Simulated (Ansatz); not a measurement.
Short convergence ladders for YGe (Cm, 4 atoms in the cell)

```xyz
4
Lattice="2.1477 -5.3783 0.0000 2.1477 5.3783 0.0000 0.0000 0.0000 3.9665" Properties=species:S:1:pos:R:3 pbc="T T T"
Y      2.1477     3.8873     1.0416
Y      2.1477    -3.8873     2.9748
Ge     2.1477     0.9076     0.9916
Ge     2.1477    -0.9076     2.9748
```

Base method: PBEsol, default PAW files made with PBE (plane waves; Ansatz, a quantum-chemistry and plane-wave program).

Base settings: basis.ecutwfc = 30.9 Ry; kpoints.mp_grid.grid = 6 6 6; hamiltonian.xc = pbesol; hamiltonian.pseudopotentials = {kind: paw} (the program's default PAW files); scf.occupations.method = fermi_dirac; scf.occupations.width = 0.0073 Ry.

The count of work is k-points × plane waves × bands × iterations; it is no time. 

**The k-point mesh**

The second cell is the first with its lattice scaled by 0.98.

Only quantities that move along the ladder and can be compared are tabulated.

```tsv
kpoints.mp_grid.grid	free energy less the last step's (meV/atom)	energy of the compressed cell less the first (meV/atom)	pressure (GPa)	largest difference of a force vector from the last step's (eV/Å)	count of work / last
2 2 2	2.50	-10.15	-3.56	0.658	0.010
4 4 4	-2.37	-5.03	-3.00	0.041	0.040
5 5 5	2.51	-4.90	-2.97	0.024	0.066
6 6 6	3.34	-5.34	-3.05	0.020	0.11
8 8 8	-0.31	-5.62	-3.08	0.010	0.25
13 13 13	0.00	-5.66	-3.09	0.000	1.0
```

Coarsest kpoints.mp_grid.grid that holds the forces within 0.005 eV/Å: not settled: the last two steps still differ by 0.010 eV/Å, over half the tolerance, so the ladder does not show it.

Coarsest kpoints.mp_grid.grid that holds the energy of the compressed cell less the first within 0.2 meV/atom of the last step, with all finer ones: 8 8 8, at 0.25 of the last step's count of work; the step before is off by 0.32 meV/atom.

Coarsest kpoints.mp_grid.grid that holds the pressure within 0.05 GPa of the last step, with all finer ones: 6 6 6, at 0.11 of the last step's count of work; the step before is off by 0.12 GPa.

The energy difference between the two cells stays within 1 meV/atom of the last step's from 4 4 4 on, the total only from 8 8 8 on: much of the error is common to both cells and cancels.

**The k-point mesh at a smearing width of 0.05 eV**

In this ladder: scf.occupations.width = 0.0037 Ry.

Only quantities that move along the ladder and can be compared are tabulated.

```csv
kpoints.mp_grid.grid,free energy less the last step's (meV/atom),pressure (GPa),largest difference of a force vector from the last step's (eV/Å)
3 3 3,8.24,-3.11,0.227
5 5 5,3.19,-2.98,0.017
8 8 8,-0.01,-3.13,0.013
11 11 11,-0.32,-3.13,0.007
13 13 13,0.24,-3.13,0.006
20 20 20,0.00,-3.14,0.000
```

Coarsest kpoints.mp_grid.grid that holds the pressure within 0.05 GPa of the last step, with all finer ones: 8 8 8; the step before is off by 0.16 GPa.

Coarsest kpoints.mp_grid.grid that holds the free energy within 2 meV/atom of the last step, with all finer ones: 8 8 8; the step before is off by 3.2 meV/atom.

**The width of Gaussian smearing**

In this ladder: kpoints.mp_grid.grid = 10 10 10; scf.occupations.method = gaussian.

Narrow widths need finer meshes than wide ones, so the last steps can hold mesh noise.

Only quantities that move along the ladder and can be compared are tabulated; pressure and forces are left out, as mesh noise rules them at narrow widths.

| scf.occupations.width | free energy less the last step's (meV/atom) | energy extrapolated to zero width less the last step's (meV/atom) |
|---|---|---|
| 0.0735 Ry | -129.49 | -0.56 |
| 0.0367 Ry | -31.07 | 0.69 |
| 0.022 Ry | -10.04 | 0.27 |
| 0.0073 Ry | 0.00 | 0.00 |

Widest scf.occupations.width that holds the energy extrapolated to zero width within 0.5 meV/atom: not settled: the last two steps still differ by 0.27 meV/atom, over half the tolerance, so the ladder does not show it.

Widest scf.occupations.width that holds the free energy within 5 meV/atom: not settled: the last two steps still differ by 10 meV/atom, over half the tolerance, so the ladder does not show it.

The extrapolation to zero width removes most of the smearing's effect on the energy.

On the base run: the starting cell comes from a database of computed structures (which also holds hypothetical and non-ambient phases and stackings), without a prior relaxation at this level. Its lattice was rescaled by up to half a per cent. One atom was moved a little off its site on purpose. In the base run, with a pressure of about -3 GPa the cell is away from its equilibrium volume at this level. Ansatz's pressure includes its estimate of the finite-basis (Pulay) stress.

Left out of this page: 2 runs of the series outside the window shown, repeating another row's setting, or not comparable.

Keys are those of Ansatz 0.2.
